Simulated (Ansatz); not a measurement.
# Ru, response to strain

Start from Ru in the hcp (Mg type) structure (space group P6_3/mmc, No. 194; relaxed with 0.1 eV smearing).

```xyz
2
Lattice="2.7218 0.0000 0.0000 -1.3609 2.3571 0.0000 0.0000 0.0000 4.2939" Properties=species:S:1:pos:R:3 pbc="T T T"
Ru     0.0000     1.5714     3.2204
Ru     1.3609     0.7857     1.0735
```

Cartesian axes are those of the cell as printed.

Strains are applied to the cell and any free atomic positions relax; under biaxial strain the out-of-plane vector relaxes too.

The values are results of Ansatz (a first-principles code) PBE, no SOC, earlier PAW set, not measurements.

```csv
"biaxial strain, plane normal [001], relaxed out of plane (%)",out-of-plane strain (%)
-4.59,2.54
-2.48,1.35
-1.39,?
-0.47,0.25
-0.34,0.18
0,0.00
```

Task: Fit ε⊥ = −νε + γε² (strains in %) to the rows shown and predict the withheld row.

Result: Least squares on the printed values gives ν = 0.53 (the biaxial Poisson response) and γ = 0.004 (largest residual 0.00 %); this predicts 0.75 %, and the run gives 0.75 %, in agreement.

Whether these cells are dynamically stable was not tested. All final runs are without spin polarisation.
